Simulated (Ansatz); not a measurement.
Take AlP in the zinc blende structure (space group F-43m, No. 216) as the base.

```cif
data_AlP
_chemical_formula_sum 'P1 Al1'
_space_group_name_H-M_alt 'P 1'
_space_group_IT_number 1
_cell_length_a 3.89457
_cell_length_b 3.89457
_cell_length_c 3.89457
_cell_angle_alpha 60.000
_cell_angle_beta 60.000
_cell_angle_gamma 60.000
loop_
_space_group_symop_operation_xyz
  'x, y, z'
loop_
_atom_site_label
_atom_site_type_symbol
_atom_site_fract_x
_atom_site_fract_y
_atom_site_fract_z
_atom_site_occupancy
P1 P 0.25000 0.25000 0.25000 1
Al1 Al 0.00000 0.00000 0.00000 1
```

Calculations: PBE (Ansatz, an electronic-structure program), no spin-orbit coupling.

Before the change:

The electron mass is 0.81 mₑ along k, 0.25 mₑ across (at X), the lattice parameter a is 550.8 pm and the band gap is 1.63 eV.

Now apply this change: cell and atoms relaxed at a pressure of 30 GPa.

Question: Estimate the effect on the electron mass.

Answer: The electron mass changes from 0.81 mₑ along k, 0.25 mₑ across (at X) to 0.67 mₑ along k, 0.22 mₑ across (at X).

Question: How does this affect the lattice parameter a?

Answer: The lattice parameter a decreases by 40.35 pm to 510.4 pm.

Question: How does this affect the band gap?

Answer: The band gap shrinks by 0.53 eV (1.63 eV → 1.10 eV).

Load acts through the strain it causes; cell and atoms are relaxed under it. Masses are band curvatures over ±0.01 Å⁻¹ around the edge. Along k means along the line from Γ to the band edge. Stability against distortions was not tested. Measured, AlP leaves this structure (for the NiAs type) near 14.2 GPa (temperature not stated; as listed in Datta, Sujoy, Jana, Debnarayan, arXiv (2020)), on rising pressure, with hysteresis.
